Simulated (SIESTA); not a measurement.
Input and output of a self-consistent single point for CoSi (P2_13, 8 atoms in the cell) (SIESTA).

Method of the run: GGA PBE, numerical atomic orbitals DZP, PseudoDojo PBE standard norm-conserving potentials (rewritten from UPF to PSML) (SIESTA 5.4.2).

The change in words: lattice scaled by 0.98. Reference geometry:
```
CELL_PARAMETERS angstrom
      4.42301     0.00000     0.00000
      0.00000     4.42301     0.00000
      0.00000     0.00000     4.42301
ATOMIC_POSITIONS crystal
  Co 0.85410 0.64590 0.35410
  Co 0.64590 0.35410 0.85410
  Co 0.35410 0.85410 0.64590
  Co 0.14590 0.14590 0.14590
  Si 0.15654 0.34346 0.65654
  Si 0.34346 0.65654 0.15654
  Si 0.65654 0.15654 0.34346
  Si 0.84346 0.84346 0.84346
```

Reference input (self-consistent single point, DFT, GGA PBE, numerical atomic orbitals DZP, PseudoDojo PBE standard norm-conserving potentials (rewritten from UPF to PSML)): XC.functional = GGA; XC.authors = PBE; potentials = PseudoDojo PBE standard; PAO.BasisSize = DZP; PAO.EnergyShift = 0.005 Ry; MeshCutoff = 300 Ry; kgrid.MonkhorstPack = 9 9 9; OccupationFunction = MP; OccupationMPOrder = 0; ElectronicTemperature = 0.272 eV; MaxSCFIterations = 150; SCF.Mixer.Method = Pulay. This run's input differs from it in these lines:

```diff
@@ -12,5 +12,5 @@
 %block LatticeVectors
-     4.423006000    0.000000000    0.000000000
-     0.000000000    4.423006000    0.000000000
-     0.000000000    0.000000000    4.423006000
+     4.334546000    0.000000000    0.000000000
+     0.000000000    4.334546000    0.000000000
+     0.000000000    0.000000000    4.334546000
 %endblock LatticeVectors
@@ -18,10 +18,10 @@
 %block AtomicCoordinatesAndAtomicSpecies
-     3.777689425    2.856819575    1.566186425  1
-     2.856819575    1.566186425    3.777689425  1
-     1.566186425    3.777689425    2.856819575  1
-     0.645316575    0.645316575    0.645316575  1
-     0.692377359    1.519125641    2.903880359  2
-     1.519125641    2.903880359    0.692377359  2
-     2.903880359    0.692377359    1.519125641  2
-     3.730628641    3.730628641    3.730628641  2
+     3.702135739    2.799683261    1.534862739  1
+     2.799683261    1.534862739    3.702135739  1
+     1.534862739    3.702135739    2.799683261  1
+     0.632410261    0.632410261    0.632410261  1
+     0.678529831    1.488743169    2.845802831  2
+     1.488743169    2.845802831    0.678529831  2
+     2.845802831    0.678529831    1.488743169  2
+     3.656016169    3.656016169    3.656016169  2
 %endblock AtomicCoordinatesAndAtomicSpecies
```

Output (repeated stretches shortened):

```
        iscf     Eharris(eV)        E_KS(eV)     FreeEng(eV)     dDmax    Ef(eV) dHmax(eV)
   scf:    1   -17002.415297   -17103.280012   -17103.356656  1.274778 -4.163709 13.614693
   scf:    2   -17100.528601   -17116.192818   -17116.256831  0.342989 -6.261166  5.349900
   scf:    3   -17120.297565   -17119.667723   -17119.733002  0.079439 -5.640884  0.440518
   scf:    4   -17119.800279   -17119.748256   -17119.815842  0.062042 -5.691665  0.133760
   scf:    5   -17119.748403   -17119.749695   -17119.817181  0.003523 -5.705035  0.042859
   [... 2 lines left out ...]
   scf:    8   -17119.750106   -17119.750114   -17119.817910  0.000132 -5.702080  0.001709
   scf:    9   -17119.750113   -17119.750114   -17119.817910  0.000006 -5.702075  0.001828
   scf:   10   -17119.750114   -17119.750114   -17119.817911  0.000046 -5.702338  0.000289
   scf:   11   -17119.750114   -17119.750114   -17119.817911  0.000006 -5.702323  0.000050
SCF Convergence by DM+H criterion
max |DM_out - DM_in|         :     0.0000059123
max |H_out - H_in|      (eV) :     0.0000501161
SCF cycle converged after 11 iterations

Using DM_out to compute the final energy and forces

siesta: E_KS(eV) =           -17119.7501

siesta: E_KS - E_eggbox =    -17119.7501

siesta: Atomic forces (eV/Ang):
     1   -0.076032    0.076032   -0.076033
     2    0.076032   -0.076032   -0.076033
     3   -0.076032   -0.076032    0.076033
     4    0.076032    0.076032    0.076033
     5   -0.062624    0.062624   -0.062624
     6    0.062624   -0.062624   -0.062624
     7   -0.062624   -0.062624    0.062624
     8    0.062624    0.062624    0.062624
   Tot   -0.000000    0.000000    0.000000
   Max    0.076033
   Res    0.069652    sqrt( Sum f_i^2 / 3N )
   Max    0.076033    constrained

   [... lines left out ...]
siesta: FreeEng =    -17119.817911
   [... lines left out ...]
siesta:    -0.106145    0.000000   -0.000000
siesta:    -0.000000   -0.106145   -0.000000
siesta:    -0.000000    0.000000   -0.106145

siesta: Cell volume =         81.438703 Ang**3

siesta: Pressure (static):
siesta:                Solid            Molecule  Units
siesta:           0.00115607          0.00116085  Ry/Bohr**3
siesta:           0.10614535          0.10658436  eV/Ang**3
siesta:         170.06359175        170.76697635  kBar
```

The run converged in 11 iterations. Against the reference run the free energy goes up by 32.7 meV/atom, the pressure goes from 0.61 to 17.01 GPa and the largest force goes from 0.020 to 0.132 eV/Å.

The starting cell comes from a database of computed structures (which also holds hypothetical and non-ambient phases and stackings), without a prior relaxation at this level. Its lattice was rescaled by a random factor within 2.5 % of one. For this run, on top of that: lattice scaled by 0.98. Spin polarisation is off. Values carry the incompleteness of an atom-centred basis. With a pressure of about 17 GPa the cell is away from its equilibrium volume at this level.

Cost on one core of a shared machine: roughly 4 min.
